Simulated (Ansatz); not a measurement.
# Bi, pressure series

Take Bi (space group C2/m, No. 12; a = 7.0839 Å, b = 6.1896 Å, c = 3.3150 Å, α = 90.00°, β = 117.02°, γ = 90.00°; a cell from a computed database, its experimental status unchecked) as the base.

Cell and atoms are relaxed at each pressure.

Method: DFT with PBEsol, PAW potentials and a 420 eV plane-wave cutoff in Ansatz (a first-principles code), spin-orbit coupling left out.

Notes on the quantities. enthalpy: H = E + PV relative to the base's energy.

```
case                  density       enthalpy
----------------  -----------  -------------
base              10.72 g/cm³              –
pressure 0.3 GPa   (withheld)  +0.06 eV/atom
pressure 0.7 GPa  10.86 g/cm³  +0.14 eV/atom
pressure 1.5 GPa  11.00 g/cm³  +0.30 eV/atom
pressure 3 GPa    11.26 g/cm³  +0.59 eV/atom
pressure 5 GPa    11.57 g/cm³  +0.97 eV/atom
pressure 7.5 GPa  12.00 g/cm³  +1.43 eV/atom
pressure 10 GPa   12.35 g/cm³  +1.87 eV/atom
```

Problem. Complete the table.

Solution. 
- pressure 0.3 GPa, density: 10.78 g/cm³

Load acts through the strain it causes; cell and atoms are relaxed under it. Whether these cells are dynamically stable was not tested. Competing high-pressure phases were not computed. This is not the structure that Bi has at room temperature and ambient pressure.
